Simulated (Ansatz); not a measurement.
MgZn₂ (P6₃/mmc, No. 194), treated with LDA (Ansatz, a quantum-chemistry and plane-wave program, PAW).

Run with plane-wave cutoff 520 eV, 18×18×8 k mesh (along the axes of the cell as run), Fermi–Dirac smearing 0.074 eV (set by the program), scalar-relativistic PAW data made under PBE.

Computed at the level's own relaxed cell.

**Question.** Predict the Voigt–Reuss–Hill bulk modulus, Voigt–Reuss–Hill shear modulus (Hill average), Young modulus and Poisson ratio.

**Answer.** 
* **Voigt–Reuss–Hill bulk modulus**: 82.5 GPa
* **Voigt–Reuss–Hill shear modulus (Hill average)**: 38.6 GPa
* **Young modulus**: 100 GPa
* **Poisson ratio**: 0.297

Note: the volume lies 10 % below that of the published cell.

Elastic constants are with the ions relaxed.

Static lattice: no zero-point or thermal effects.

The result took around 5 core-hours (rough).
